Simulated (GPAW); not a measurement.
GPAW run on MgAlB₄ (P6/mmm, 6 atoms in the cell): self-consistent single point.

Computed with PBEsol, GPAW PAW datasets PBEsol (made by gpaw-setup) (plane waves; GPAW 25.7.0).

```yaml
crystal:
  lattice:
    - [3.02732, 0.00000, 0.00000]
    - [-1.51366, 2.62174, 0.00000]
    - [0.00000, 0.00000, 6.72194]
  atoms:
    - { symbol: Mg, position: [0.00000, 0.00000, 0.50000] }
    - { symbol: Al, position: [0.00000, 0.00000, 0.00000] }
    - { symbol: B, position: [0.66667, 0.33333, 0.23369] }
    - { symbol: B, position: [0.33333, 0.66667, 0.76631] }
    - { symbol: B, position: [0.33333, 0.66667, 0.23369] }
    - { symbol: B, position: [0.66667, 0.33333, 0.76631] }
```

Reference input (self-consistent single point, DFT LDA (Perdew-Wang 92), plane waves, GPAW PAW datasets LDA (gpaw-data 1.0.1)): mode = pw; ecut = 900 eV; xc = LDA; kpts = 16 16 7; mesh shift (steps) = 0 0 0; occupations.name = fermi-dirac; occupations.width = 0.1 eV; nbands = -12; symmetry.symmorphic = false; symmetry.tolerance = 0.0005; maxiter = 100. This run's input differs from it in these lines:

```diff
@@ -17,3 +17,3 @@
 calc = GPAW(mode=PW(900),
-            xc='LDA',
+            xc='PBEsol',
             kpts={'size': (16, 16, 7), 'gamma': True},
```

Its files differ too (potentials: GPAW PAW datasets PBEsol (made by gpaw-setup)).

Output, abridged:

```
     iter     time        total  log10-change:
                         energy   eigst   dens
iter:   1 --:--:--   -38.090597
iter:   2 --:--:--   -37.594401   -0.99  -0.85
iter:   3 --:--:--   -35.265030   -0.73  -0.89
iter:   4 --:--:--   -35.260902   -2.00  -1.53
iter:   5 --:--:--   -35.293903   -2.94  -1.58
iter:   6 --:--:--   -35.294370   -2.51  -1.80
iter:   7 --:--:--   -35.274158   -3.03  -1.86
iter:   8 --:--:--   -35.273446   -4.51  -2.64
iter:   9 --:--:--   -35.273639c  -4.90  -2.74
iter:  10 --:--:--   -35.273325c  -4.78  -2.74
iter:  11 --:--:--   -35.273314c  -6.96  -3.76
iter:  12 --:--:--   -35.273304c  -6.43  -3.84
iter:  13 --:--:--   -35.273314c  -6.64  -3.62
iter:  14 --:--:--   -35.273320c  -7.38  -4.31c
iter:  15 --:--:--   -35.273317c  -8.01c -4.10c
Converged after 15 iterations.

Dipole moment: (0.000000, -0.000000, -0.000000) |e|*Ang

Energy contributions relative to reference atoms: (reference = -14691.242441)

Kinetic:        +28.576427
Potential:      -17.807809
External:        +0.000000
XC:             -45.998352
Entropy (-ST):   -0.021806
Local:           -0.032680
SIC:             +0.000000
--------------------------
Free energy:    -35.284220
Extrapolated:   -35.273317

Showing only first 2 kpts
 Kpt  Band  Eigenvalues  Occupancy
  0    10      9.11853    0.56791
  0    11      9.11860    0.56761
  0    12      9.85369    0.00051
  0    13     13.66923    0.00000

  1    10      9.09455    0.67022
  1    11      9.09463    0.66989
  1    12     10.40370    0.00000
  1    13     13.67865    0.00000

Fermi level: 9.02604

No gap
   [... lines left out ...]
  0 Mg    0.00000    0.00000    0.00000
  1 Al    0.00000    0.00000    0.00000
  2 B     0.00000    0.00000    0.01441
  3 B    -0.00000   -0.00000   -0.01441
  4 B    -0.00000   -0.00000    0.01441
  5 B     0.00000    0.00000   -0.01441

Stress tensor:
    -0.003732     0.000000     0.000000
     0.000000    -0.003732     0.000000
     0.000000     0.000000     0.006083
Stress (GPa, Voigt): [-0.5979 -0.5979  0.9746  0.      0.      0.    ]
```

The run converged in 15 iterations. GPAW prints stress with tension positive. Against the reference run the largest force goes from 0.003 to 0.014 eV/Å.

At such cutoffs GPAW's stress carries a finite-basis (Pulay) error, which enters relaxed cells too; its log prints stress with tension positive.

The starting cell comes from a database of computed structures (which also holds hypothetical and non-ambient phases and stackings), without a prior relaxation at this level.

Cost on one core of a shared machine: roughly 2 min.
